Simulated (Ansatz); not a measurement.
The structure below was relaxed with plane-wave PAW DFT at the PBE level (Ansatz, an electronic-structure program, 420 eV), without spin-orbit coupling, at pressure 0.3 GPa.

Space group Fm-3m (No. 225); a = 4.903 Å, b = 4.903 Å, c = 4.903 Å, α = 90.00°, β = 90.00°, γ = 90.00°

```csv
atom,site,symmetry,x,y,z
Y,4a,m-3m,0.0000,0.0000,0.0000
N,4b,m-3m,0.5000,0.5000,0.5000
```

**Question.** Write out a cell with all atoms.

**Answer.** 
```
YN
1.0
    4.90283     0.00000     0.00000
    0.00000     4.90283     0.00000
    0.00000     0.00000     4.90283
Y N
4 4
Direct
  0.00000   0.00000   0.00000
  0.00000   0.50000   0.50000
  0.50000   0.00000   0.50000
  0.50000   0.50000   0.00000
  0.50000   0.00000   0.00000
  0.50000   0.50000   0.50000
  0.00000   0.00000   0.50000
  0.00000   0.50000   0.00000
```
This is the conventional cell.

Load acts through the strain it causes; cell and atoms are relaxed under it. No phonon test of stability was made. The cell was made from YN in the rock salt structure (space group Fm-3m, No. 225) by this change: pressure 0.3 GPa.
